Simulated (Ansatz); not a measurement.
System: Ru-vacancy pair (Ru on one host Cu site, one Cu site vacant) in fcc Cu (neutral cell). The step: Ru and the vacancy change places (Ru-vacancy distance between ideal sites 2.57 Å throughout); the atom moves 2.46 Å along (0.00, 0.48, 0.48) of the unit cell; the moving atom starts with neighbours 4 Cu at 2.56, 2 Cu at 2.58, Cu at 2.60, 4 Cu at 2.61 Å and ends with 4 Cu at 2.56, 2 Cu at 2.58, Cu at 2.60, 4 Cu at 2.61 Å. A PBE band in Ansatz (plane-wave PAW, a 2×2×2 k-point mesh shifted by half a step, 32 host sites, 17 SCF runs with any check of the saddle's order, static, no finite-size correction) gives a forward barrier of 1.06 eV. The saddle point's order was not checked, and it lies on a symmetry element of the cell, where a band can be held. Forms of the defect that were not tried may lie lower. The start lies 0.11 eV above the lowest site run (PBE).

Single points at the band's start and saddle point can refine it. Rough cost of one point, in units of the band's mean SCF on the same machine:

| Level | Cost of one point |
|---|---|
| PBE, a 4×4×4 k-point mesh shifted by half a step | about 6 |
| r2SCAN at 500 eV, a 2×2×2 k-point mesh shifted by half a step | about 2 |

**Question.** Which of these move the barrier by more than 0.1 eV, and how far does each move it?

**Answer.** Not one does. PBE, a 4×4×4 k-point mesh shifted by half a step: +0.03 eV; r2SCAN at 500 eV, a 2×2×2 k-point mesh shifted by half a step: +0.04 eV. Each functional is compared with PBE at the same k-points.

Ansatz is an electronic-structure program.
